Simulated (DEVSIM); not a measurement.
Structure: abrupt Si p-n junction, at 300 K.

Layer 1 from the left is Si, thickness (μm) 3.40, Na (cm⁻³) 6.9e16, τn (s) 4.1e-5, τp (s) 4.1e-5. Layer 2 from the left is Si, thickness (μm) 63.0, Nd (cm⁻³) 2.1e15, τn (s) 4.1e-5, τp (s) 4.1e-5.

Left contact: ohmic. Right contact: ohmic. Voltage is applied to the left contact. Recombination: SRH at mid-gap, radiative. Mobility is constant in doping.

Constants are typed, rounded textbook-type inputs, not results; the design itself was drawn at random and stands for no fabricated device. Values at 300 K.

Si: gap (eV) 1.124, affinity (eV) 4.05, permittivity 11.7, Nc (cm⁻³) 2.86e19, Nv (cm⁻³) 3.1e19, μn (cm²/Vs) 1417, μp (cm²/Vs) 470, B (cm³/s) 4.7e-15.

**Question.** Estimate by hand the built-in potential, the peak field at zero bias, the capacitance at -6 V, and compare with a numerical solution.

**Answer.** 
- Built-in potential: ni = √(Nc Nv) exp(−Eg/2kT) = 1.08e10 cm⁻³ with Eg = 1.124 eV; Vbi = kT/q ln(Na Nd/ni²) = 0.720 V; numerical 0.720 V.
- Peak field at zero bias: depletion approximation: W = √(2εVbi/(qN)) = 0.676 μm with N = 2.04e15 cm⁻³; field = 2Vbi/W = 21300 V/cm; numerical 22700 V/cm (estimate below by 6.2 %).
- Capacitance at -6 V: C = √(qεN / 2(Vbi + |V|)) = 5.02 nF/cm²; numerical 5.04 nF/cm².

DEVSIM, 1D drift-diffusion, Boltzmann statistics, complete ionisation; no tunnelling, impact ionisation, image-force lowering or self-heating.
